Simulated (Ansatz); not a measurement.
Base system: ZrSe2 in the CdI2 type structure (space group P-3m1, No. 164; a = 3.7351 Å, c = 6.0315 Å; layered, stacked along the Cartesian z axis). Axes: x lies along a and z along c of the hexagonal cell.

Calculations: DFT with PBE-D3(BJ), PAW potentials and a 420 eV plane-wave cutoff in Ansatz (a first-principles code), scalar-relativistic without spin-orbit coupling.

For the base:

| Item | Result |
|---|---|
| Volume per atom | 24.29 Å³ |
| Pressure | 0.0 GPa |

One thing is altered: biaxial strain −3.00 %, plane normal [001], relaxed out of plane (Cartesian); in-plane vectors clamped, the third vector and the atoms free.

**Question.** What does the calculation give for the volume per atom after the change?

**Answer.** The volume per atom shrinks by 1.17 Å³, from 24.29 Å³ to 23.12 Å³.

**Question.** How does this affect the pressure?

**Answer.** The pressure (mean of the normal stresses, compression positive) goes from zero to 2.7 GPa.

Whether these cells are dynamically stable was not tested. The final runs are not spin-polarised. Gaps under 0.05 eV, about the width of the smearing, are given as zero.
